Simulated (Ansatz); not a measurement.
## (4,4) carbon nanotube

All values below come from PBE (plane waves to 420 eV, PAW; Ansatz, an electronic-structure program). Mesh 1×1×30. No spin polarisation. It repeats along c; a and b span vacuum. An idealised model, rolled from the flat sheet. Only distortions within the start's symmetry and period were free. Buckling under compression is shut out by symmetry and the short period.

```
Property                                                                                                            Result
--------------------------------------------------------------------  ----------------------------------------------------
period along the axis (16 atoms)                                                                                   2.465 Å
mean diameter                                                                                                       5.54 Å
energy over the flat sheet                                                                                   +269 meV/atom
PBE gap                                                                                               none (under 0.01 eV)
crossings of the Fermi level between Γ and the zone edge (49 points)  2, each for both spins (ideal conductance 2 × 2e²/h)
work function (PBE)                                                                                                4.27 eV
axial stiffness dF/dε                                                                                               566 nN
```

```yaml
crystal:
  lattice:
    - [16.50000, 0.00000, 0.00000]
    - [0.00000, 16.50000, 0.00000]
    - [0.00000, 0.00000, 2.46482]
  atoms:
    - { symbol: C, position: [0.66205, 0.54342, 0.50000] }
    - { symbol: C, position: [0.64529, 0.58388, 0.00000] }
    - { symbol: C, position: [0.58388, 0.64529, 0.00000] }
    - { symbol: C, position: [0.54342, 0.66205, 0.50000] }
    - { symbol: C, position: [0.45658, 0.66205, 0.50000] }
    - { symbol: C, position: [0.41612, 0.64529, 0.00000] }
    - { symbol: C, position: [0.35471, 0.58388, 0.00000] }
    - { symbol: C, position: [0.33795, 0.54342, 0.50000] }
    - { symbol: C, position: [0.33795, 0.45658, 0.50000] }
    - { symbol: C, position: [0.35471, 0.41612, 0.00000] }
    - { symbol: C, position: [0.41612, 0.35471, 0.00000] }
    - { symbol: C, position: [0.45658, 0.33795, 0.50000] }
    - { symbol: C, position: [0.54342, 0.33795, 0.50000] }
    - { symbol: C, position: [0.58388, 0.35471, 0.00000] }
    - { symbol: C, position: [0.64529, 0.41612, 0.00000] }
    - { symbol: C, position: [0.66205, 0.45658, 0.50000] }
```
